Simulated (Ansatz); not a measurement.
The reference is BeTe in the zinc blende structure (space group F-43m, No. 216; a = 5.604 Å). Axes: x, y, z lie along the cube axes.

It is then changed as follows: tensile biaxial strain of 0.42 % in the plane normal to [111], as in epitaxy on a mismatched substrate; the out-of-plane cell vector and the atoms relax.

All numbers come from PBEsol, PAW, 420 eV (Ansatz, a program for electronic structure; no spin-orbit coupling).

**Question.** Give the band edges at the high-symmetry points of the new zone, measured from its valence-band maximum.

**Answer.** 
```tsv
point	valence edge (eV)	conduction edge (eV)
Γ	0.00	3.56
T	-1.20	2.99
H₂	-3.30	5.16
H₀	-3.30	5.16
L	-1.15	3.05
S₀	-2.27	2.61
S₂	-2.27	2.61
F	-2.69	1.82
```

The gap is 1.82 eV, indirect, Γ → F.

With Te present, leaving out spin-orbit coupling can change the band edges. Whether these cells are dynamically stable was not tested. k-point labels follow each cell's own Brillouin zone.
